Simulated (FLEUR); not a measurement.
## Short convergence ladders for HfC (I4mm, 2 atoms in the cell)

```xyz
2
Lattice="0.0000 2.3316 2.3316 2.3316 0.0000 2.3316 2.3316 2.3316 0.0000" Properties=species:S:1:pos:R:3 pbc="T T T"
Hf     0.0000     0.0000     0.0500
C      2.3316     2.3316     2.3316
```

Base method: LDA (Vosko-Wilk-Nusair), all-electron FLAPW (FLEUR), scalar-relativistic valence run with FLEUR.

Base settings: Kmax = 4.1 1/bohr; GmaxXC = 12.3 1/bohr; xcFunctional = vwn; jspins = 1; l_soc = F; mode = hist; fermiSmearingEnergy = 0.00367493 Htr; mesh (inpgen div1-3) = 4 4 4; inpgen gamma flag = true; Gmax = 12.3 1/bohr.

**The density cutoff**

Moved along: GmaxXC.

The second cell is the first with its lattice scaled by 0.98.

The mesh stays at the base's, so the ladder's end is converged at best in this setting alone.

Only quantities that move along the ladder and can be compared are tabulated.

| Gmax | free energy less the last step's (meV/atom) | energy of the compressed cell less the first (meV/atom) |
|---|---|---|
| 8.2 1/bohr | 3.03 | -36.00 |
| 9.2 1/bohr | 3.67 | -35.47 |
| 10 1/bohr | 0.59 | -35.26 |
| 11.6 1/bohr | -0.56 | -35.26 |
| 12.3 1/bohr | -0.02 | -35.24 |
| 13 1/bohr | 0.22 | -35.24 |
| 14.2 1/bohr | 0.00 | -35.23 |
| 16.4 1/bohr | 0.00 | -35.23 |

Coarsest Gmax that holds the energy of the compressed cell less the first within 0.2 meV/atom of the last step, with all finer ones: 10 1/bohr; the step before is off by 0.24 meV/atom.

Coarsest Gmax that holds the free energy within 1 meV/atom of the last step, with all finer ones: 10 1/bohr; the step before is off by 3.7 meV/atom.

The energy difference between the two cells stays within 1 meV/atom of the last step's from 8.2 1/bohr on, the total only from 10 1/bohr on: much of the error is common to both cells and cancels.

**The setting Gmax**

Moved along: GmaxXC.

The mesh stays at the base's, so the ladder's end is converged at best in this setting alone.

Only quantities that move along the ladder and can be compared are tabulated.

```csv
Gmax,free energy less the last step's (meV/atom)
9 1/bohr,3.69
10.2 1/bohr,0.14
12.3 1/bohr,-0.02
14.3 1/bohr,0.00
18.4 1/bohr,0.01
20.5 1/bohr,0.00
```

Coarsest Gmax that holds the free energy within 2 meV/atom of the last step, with all finer ones: 10.2 1/bohr; the step before is off by 3.7 meV/atom.

On the base run: the starting cell has typed, rounded lattice constants, without a prior relaxation at this level. Its lattice was rescaled by up to half a per cent. One atom was moved a little off its site on purpose. Values depend on the basis (sphere radii, cutoffs, local orbitals), which need not be converged.
